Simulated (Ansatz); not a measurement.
## (Ti,Ta)N: TaTi7N8

A 16-atom cell of (Ti,Ta)N started in the rock salt structure, site fractions Ti 0.875, Ta 0.125, short-range order -0.14 among the nearest mixed sites of the first mixed sublattice (0 is random, a negative value favours unlike neighbours), space group Fm-3m at the end, an ordered arrangement that its symmetry holds.

Computed with PBE (plane waves to 420 eV, PAW; Ansatz, a quantum-chemistry and plane-wave program). Spin–orbit coupling is left out; the runs are not spin-polarised. Its k-point mesh 5×5×5, Fermi–Dirac width 0.05 eV.

The volume per atom is 9.75 Å³ and the N–Ti bonds (within 1.22 times the sum of covalent radii) comes out as 2.134 Å on average, from 2.120 to 2.136 (42). The N–Ta bonds (within 1.22 times the sum of covalent radii) comes out as 2.153 Å on average, from 2.153 to 2.153 (6).

```yaml
crystal:
  lattice:
    - [0.00000, 4.27284, 4.27284]
    - [4.27284, 0.00000, 4.27284]
    - [4.27284, 4.27284, 0.00000]
  atoms:
    - { symbol: Ti, position: [0.00000, 0.00000, 0.00000] }
    - { symbol: Ti, position: [0.00000, 0.00000, 0.50000] }
    - { symbol: Ti, position: [0.00000, 0.50000, 0.00000] }
    - { symbol: Ti, position: [0.00000, 0.50000, 0.50000] }
    - { symbol: Ti, position: [0.50000, 0.00000, 0.00000] }
    - { symbol: Ti, position: [0.50000, 0.00000, 0.50000] }
    - { symbol: Ta, position: [0.50000, 0.50000, 0.00000] }
    - { symbol: Ti, position: [0.50000, 0.50000, 0.50000] }
    - { symbol: N, position: [0.24810, 0.24810, 0.25190] }
    - { symbol: N, position: [0.25000, 0.25000, 0.75000] }
    - { symbol: N, position: [0.24810, 0.75190, 0.25190] }
    - { symbol: N, position: [0.24810, 0.75190, 0.74810] }
    - { symbol: N, position: [0.75190, 0.24810, 0.25190] }
    - { symbol: N, position: [0.75190, 0.24810, 0.74810] }
    - { symbol: N, position: [0.75000, 0.75000, 0.25000] }
    - { symbol: N, position: [0.75190, 0.75190, 0.74810] }
```
